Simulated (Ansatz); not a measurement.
The reference is SiO₂ (space group P3_221, No. 154; a = 4.9490 Å, c = 5.4415 Å).

Calculations: PBEsol in Ansatz (plane waves to 420 eV, PAW, no spin-orbit coupling).

For the base:

| Item | Result |
|---|---|
| Electron mass | 0.50 mₑ (at Γ) |
| Smallest direct gap | 6.03 eV |
| Lattice parameter a | 494.9 pm |

One thing is altered: a hydrostatic pressure of 9 GPa.

What happens to the electron mass?

The electron mass changes from 0.50 mₑ (at Γ) to 0.46 mₑ (at Γ).

Estimate the effect on the smallest direct gap.

The smallest direct gap rises by 0.31 eV (6.03 eV → 6.34 eV).

What happens to the lattice parameter a?

The lattice parameter a falls by 32.5 pm to 462.4 pm.

Load acts through the strain it causes; cell and atoms are relaxed under it. Masses are band curvatures over ±0.01 Å⁻¹ around the edge. No phonon test of stability was made. Competing high-pressure phases were not computed.

Ansatz is an electronic-structure program.
